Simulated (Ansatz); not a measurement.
Take Be in the hcp (Mg type) structure (space group P6_3/mmc, No. 194) as the base.

```cif
data_Be2
_chemical_formula_sum 'Be2'
_space_group_name_H-M_alt 'P63/mmc'
_space_group_IT_number 194
_space_group_name_Hall '-P 6c 2c'
_cell_length_a 2.26472
_cell_length_b 2.26472
_cell_length_c 3.56124
_cell_angle_alpha 90.000
_cell_angle_beta 90.000
_cell_angle_gamma 120.000
loop_
_atom_site_label
_atom_site_type_symbol
_atom_site_symmetry_multiplicity
_atom_site_Wyckoff_symbol
_atom_site_fract_x
_atom_site_fract_y
_atom_site_fract_z
_atom_site_occupancy
Be1 Be 2 c 0.33333 0.66667 0.25000 1
```

Level of theory: PBE, PAW, 420 eV (Ansatz, a quantum-chemistry and plane-wave program; no spin-orbit coupling).

One change was made to it. Results:

```json
[
 {"quantity": "lattice parameter a", "base": "226.5 pm", "after": "223.8 pm"},
 {"quantity": "band gap", "base": "zero", "after": "zero"}
]
```

Task: What was done to the base?
A) pressure 0.9 GPa
B) pressure 4.5 GPa
C) pressure 2.1 GPa
D) pressure 22.5 GPa
E) pressure 15 GPa

Result: B, pressure 4.5 GPa. For comparison, the lattice parameter a in the other runs: pressure 2.1 GPa gives 225.2 pm; pressure 22.5 GPa gives 215.4 pm; pressure 15 GPa gives 218.5 pm; pressure 0.9 GPa gives 225.9 pm.

Load acts through the strain it causes; cell and atoms are relaxed under it. Whether these cells are dynamically stable was not tested. No other phases were tried under pressure.
